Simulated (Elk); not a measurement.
Band structure of Ga2Cu (P4/mmm, 3 atoms in the cell).

```
CELL_PARAMETERS angstrom
      2.79944     0.00000     0.00000
      0.00000     2.79944     0.00000
      0.00000     0.00000     5.80334
ATOMIC_POSITIONS crystal
  Ga 0.50000 0.50000 0.28432
  Ga 0.50000 0.50000 0.71568
  Cu 0.00000 0.00000 0.00000
```

Method: LDA (PW92), all-electron FP-LAPW, Elk's shipped species files, APW+lo basis with extra local orbitals (Elk).

Settings: rgkmax = 8; stype = 0; swidth = 0.00499791 Ha; ngridk = 8 8 4; gmaxvr = 16 1/bohr; nxlo = 2; lorbcnd = true; rmtscf = 0.92; lmaxi = 3; maxscl = 100.

The starting cell comes from a database of computed structures (which also holds hypothetical and non-ambient phases and stackings), without a prior relaxation at this level. Spin polarisation is off. Values depend on the basis (sphere radii, cutoffs, local orbitals), which need not be converged.

Levels in eV from the Fermi level, bands 18 to 25:
```
point     18     19     20     21     22     23    24     25
-----  -----  -----  -----  -----  -----  -----  ----  -----
Γ      -3.62  -3.62  -3.54  -3.25   5.83   6.55  6.55   9.17
X      -3.70  -3.49  -2.58  -2.50  -2.49  -1.01  1.89  10.18
M      -2.87  -2.29  -2.29  -1.86   1.20   2.27  2.40   2.40
Z      -3.62  -3.62  -3.25  -1.64   0.62   7.59  7.59   8.26
R      -4.09  -3.70  -3.66  -3.50  -2.24   3.42  3.64   5.87
A      -2.87  -2.29  -1.30  -1.30   0.19   0.19  0.83   2.78
```

Bands cross the Fermi level along this path, so the cell is metallic at this level.
